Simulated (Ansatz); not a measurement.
The starting structures come from a database of crystals and need not be the phases stable at ambient conditions.

Here is the system:

```
CELL_PARAMETERS angstrom
      4.90920     0.00000     0.00000
      0.00000     5.51962     0.00000
      0.00000     0.00000     4.54535
ATOMIC_POSITIONS crystal
  Ti 0.25000 0.67299 0.50000
  Ti 0.75000 0.32701 0.50000
  Ti 0.75000 0.82701 0.00000
  Ti 0.25000 0.17299 0.00000
  O  0.91865 0.61828 0.72855
  O  0.08135 0.38172 0.27145
  O  0.41865 0.88172 0.77145
  O  0.58135 0.11828 0.22855
  O  0.08135 0.88172 0.22855
  O  0.91865 0.11828 0.77145
  O  0.58135 0.61828 0.27145
  O  0.41865 0.38172 0.72855
```

The cell is taken as given; by r2SCAN it stands under a pressure of -1.2 GPa.

Transport runs along the normal of the first two printed cell vectors.

The gap is the functional's own, uncorrected, and κ follows it; spin-orbit coupling is left out. Mid-gap means the computed energy nearest the middle.

Compute, with r2SCAN in Ansatz (a first-principles code), the band gap and the smallest decay constant κ at mid-gap.

Gap 2.99 eV on a 6×6×8 mesh; κ = 0.342 1/Å, at the zone centre.
